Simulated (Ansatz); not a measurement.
This concerns the energy of the reaction as written. Reaction: 3 cell B → cell A. Negative: the products are lower in energy.

Cell A: a sheet of composition Se3, 3 atoms, hexagonal cell of 5.31 Å (24.4 Å²), symmetry P6/mmm, 0.0 Å thick under 16 Å of vacuum, in-plane vectors relaxed; planes from bottom to top: Se3, all atoms in one plane; a model cell; partly filled levels (a metallic host or states in the gap) with PBE; spin state with PBE: run without spin, k-point mesh 12×12×1.
```
Se
1.0
    5.31215     0.00000     0.00000
   -2.65607     4.60046     0.00000
    0.00000     0.00000    16.00000
Se
3
Direct
  0.50000   0.00000   0.50000
  0.00000   0.50000   0.50000
  0.50000   0.50000   0.50000
```

Cell B: a sheet of composition Se, 1 atom, square cell of 2.63 Å (6.9 Å²), symmetry P4/mmm, 0.0 Å thick under 16 Å of vacuum, in-plane vectors relaxed; planes from bottom to top: Se; a model cell; partly filled levels (a metallic host or states in the gap) with PBE; spin state with PBE: run without spin, k-point mesh 14×14×1.
```
CELL_PARAMETERS angstrom
      2.63482     0.00000     0.00000
      0.00000     2.63482     0.00000
      0.00000     0.00000    16.00000
ATOMIC_POSITIONS crystal
  Se 0.00000 0.00000 0.50000
```

Plane-wave PAW calculations with Ansatz (a first-principles code), its PAW set soft_1, cutoff 420 eV, 500 eV for r2SCAN. The structures are at rest with PBE; other levels are single points on them. Neutral cells; Fermi-Dirac smearing of at most 0.05 eV in the solids, energies taken to zero width. The lattices are those relaxed with PBE, so at other levels the solids can be strained, which adds to the spread. A dispersion term (D3(BJ), or D4 for r2SCAN) was computed beside these levels and is taken off wherever the name lacks it. Nuclei at rest; no vibrational terms. The cells' k-point meshes differ in density, so the last digit is unsettled. Cell A has symmetry P6/mmm and got no random move, so less symmetric positions, which may lie lower, weren't tried. Cell B has symmetry P4/mmm and got no random move, so less symmetric positions, which may lie lower, weren't tried.

Task: What is the computed value (r2SCAN)?

Result: 1.07 eV, for 3 cell B → cell A.

Task: What do the other levels give, and how wide is the spread?

Result: 
```tsv
Level	value (eV)	less r2SCAN
PBE	0.91	-0.16
```

The levels span 0.16 eV, from PBE (0.91) to r2SCAN (1.07).
